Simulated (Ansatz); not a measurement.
Structures of equal composition on the (0001) surface of wurtzite ZnO (Zn plane on top): 2x2 Si adatom at H3; 2x2 Si adatom at T4. The slabs share one bottom face, and each structure is named by its start. These are constructed structures in small cells; real faces may alloy, dewet or reconstruct in larger ones, and not all known structures of the face are among them. Slabs of about 14 Å with all that they carry, Fermi-Dirac smearing of 0.025 eV. Bottom of the slabs: H caps. Relaxed from the named starts with such symmetry as they have, on meshes of like density; energies extrapolated to zero smearing; no spin-orbit coupling, no U. Spin-polarised runs, if any, are marked in brackets, and their order is one that fits the cell; the others ran without spin. Where a second, spin-polarised start was run, the lower counts.

Host crystal: wurtzite ZnO, with a band gap (PBE, scalar-relativistic without spin-orbit coupling).

The numbers are results of r2SCAN, at the PBE geometry (plane waves to 500 eV, PAW; Ansatz, a program for electronic structure), not measurements.

Question: Put the candidates in order of energy per 1x1 cell, lowest first, for r2SCAN, at the PBE geometry.

Answer: 2x2 Si adatom at T4 (0.000 eV, no gap over 0.04 eV on the mesh), 2x2 Si adatom at H3 (0.172 eV, no gap over 0.04 eV on the mesh)
